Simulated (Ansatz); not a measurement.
## Carrier doping in ZnS

Base system: ZnS in the zinc blende structure (space group F-43m, No. 216).

```
CELL_PARAMETERS angstrom
      0.00000     2.72172     2.72172
      2.72172     0.00000     2.72172
      2.72172     2.72172     0.00000
ATOMIC_POSITIONS crystal
  S  0.75000 0.75000 0.75000
  Zn 0.00000 0.00000 0.00000
```

Carriers are added at fixed cell with a uniform background; the Fermi–Dirac width is that of 300 K.

Level of theory: DFT with PBE, PAW potentials and a 420 eV plane-wave cutoff in Ansatz (an electronic-structure program), no spin-orbit coupling.

Notes on the quantities. Fermi level from band edge: Fermi level relative to the doped band's edge (positive inside the band; to 0.05 eV).

```json
[
 {"variant": "undoped", "Fermi level from band edge": "–", "gap between the host's bands": "2.02 eV"},
 {"variant": "electrons 7.0×10^20 cm⁻³", "Fermi level from band edge": "+1.00 eV", "gap between the host's bands": "2.00 eV"},
 {"variant": "electrons 1.5×10^21 cm⁻³", "Fermi level from band edge": "+1.30 eV", "gap between the host's bands": "1.98 eV"},
 {"variant": "electrons 5.0×10^21 cm⁻³", "Fermi level from band edge": "+1.60 eV", "gap between the host's bands": "1.92 eV"},
 {"variant": "electrons 7.0×10^21 cm⁻³", "Fermi level from band edge": "+1.75 eV", "gap between the host's bands": "1.88 eV"},
 {"variant": "holes 7.0×10^20 cm⁻³", "Fermi level from band edge": "+0.10 eV", "gap between the host's bands": "2.04 eV"},
 {"variant": "holes 1.5×10^21 cm⁻³", "Fermi level from band edge": "+0.20 eV", "gap between the host's bands": "2.06 eV"},
 {"variant": "holes 5.0×10^21 cm⁻³", "Fermi level from band edge": "+0.40 eV", "gap between the host's bands": "2.16 eV"},
 {"variant": "holes 7.0×10^21 cm⁻³", "Fermi level from band edge": "+0.50 eV", "gap between the host's bands": "2.22 eV"}
]
```

Carriers are added with a uniform compensating background; total energy and stress of such cells depend on the potential's zero and are not compared; many-body gap narrowing is missing at this level. No phonon test of stability was made.
